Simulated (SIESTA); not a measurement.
SIESTA 5.4.2, DFT, PBE, numerical atomic orbitals DZP, PseudoDojo PBE standard norm-conserving (rewritten from UPF to PSML): a series of growing systems, each on 24 ranks. The k mesh and basis are held over the series and aren't claimed converged, least of all for the small cells.

```yaml
task: scf
k mesh: 2×2×2
PAO.BasisSize: DZP
PAO.EnergyShift: 0.01 Ry
MeshCutoff: 300 Ry
ElectronicTemperature: 1000 K
MaxSCFIterations: 200
SCF.Mixer.Method: Pulay
SCF.Mixer.Weight: 0.1
SCF.Mixer.History: 6
SCF.DM.Tolerance: 0.0001
Diag.ParallelOverK: false
SolutionMethod: diagon (default)
Diag.Algorithm: Divide-and-Conquer (default)
SCF.Mix: Hamiltonian (default)
SCF.H.Tolerance: 0.001 eV (default)
SCF.Mixer.Variant: stable (default)
```

It runs on a single node (AMD EPYC (Zen 5), 96 cores on 1 socket, no SMT, 12 L3 cache groups).

Each time is the median wall time of two to five repeats, run one at a time on the otherwise empty machine; start-up is included. Processes are pinned to neighbouring cores unless said otherwise. Build: conda-forge: Open MPI, OpenBLAS, ScaLAPACK, ELSI, no OpenMP. Other compilers and libraries give other times. Scratch files lie in a memory file system.

Measured:

| system | basis orbitals | electrons | real-space mesh | SCF iterations | wall time | peak memory |
|---|---|---|---|---|---|---|
| fcc Cu, atoms displaced, 4 atoms | 76 | 76 | 48×48×24 | 12 | 1.85 s | 2.9 GiB |
| fcc Cu, atoms displaced (Cu8), 8 atoms | 152 | 152 | 48×48×48 | 12 | 2.55 s | 2.9 GiB |
| fcc Cu, atoms displaced (Cu12), 12 atoms | 228 | 228 | 72×48×48 | 14 | 3.91 s | 3.0 GiB |
| fcc Cu, atoms displaced (Cu18), 18 atoms | 342 | 342 | 72×72×48 | 14 | 5.45 s | 3.1 GiB |

Still to run:

```tsv
system	basis orbitals	electrons	real-space mesh
fcc Cu, atoms displaced (Cu27), 27 atoms	513	513	72×72×72
fcc Cu, atoms displaced (Cu36), 36 atoms	684	684	90×72×72
```

**Question.** Estimate time and memory of the remaining systems.

**Answer.** The two largest measured give a power of ln(5.45/3.91) / ln(18/12) = 0.82 in the count of atoms; the table sets what it predicts beside the runs.

```tsv
system	time by that power	SCF iterations	wall time	peak memory
fcc Cu, atoms displaced (Cu27), 27 atoms	7.6 s	15	9.26 s	3.3 GiB
fcc Cu, atoms displaced (Cu36), 36 atoms	9.6 s	16	14.4 s	3.4 GiB
```

From the smallest system to the largest the time grows as the power 0.9 of the count of atoms; from step to step the powers are 0.5, 1.1, 0.8, 1.3, 1.5. In the smallest, launch, exit and the like take 0.58 s of the 1.9 s.
